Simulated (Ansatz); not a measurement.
Start from Ag in the fcc (Cu type) structure (space group Fm-3m, No. 225; a = 4.1043 Å; relaxed with 0.1 eV smearing). Axes: x, y, z lie along the cube axes.

Level of theory: DFT with r2SCAN, PAW potentials and a 500 eV plane-wave cutoff in Ansatz (a quantum-chemistry and plane-wave program), spin-orbit coupling left out.

Base values:

- Volume per atom = 17.28 Å³
- Pressure = 0.0 GPa

Perturbation: biaxial strain +4.88 %, plane normal [001], relaxed out of plane (Cartesian); in-plane vectors clamped, the third vector and the atoms free.

Q: How does this affect the volume per atom and pressure?

A: The volume per atom rises by 0.29 Å³ (17.28 Å³ → 17.57 Å³); the pressure (mean of the normal stresses, compression positive) goes from zero to -1.3 GPa.

No phonon test of stability was made.
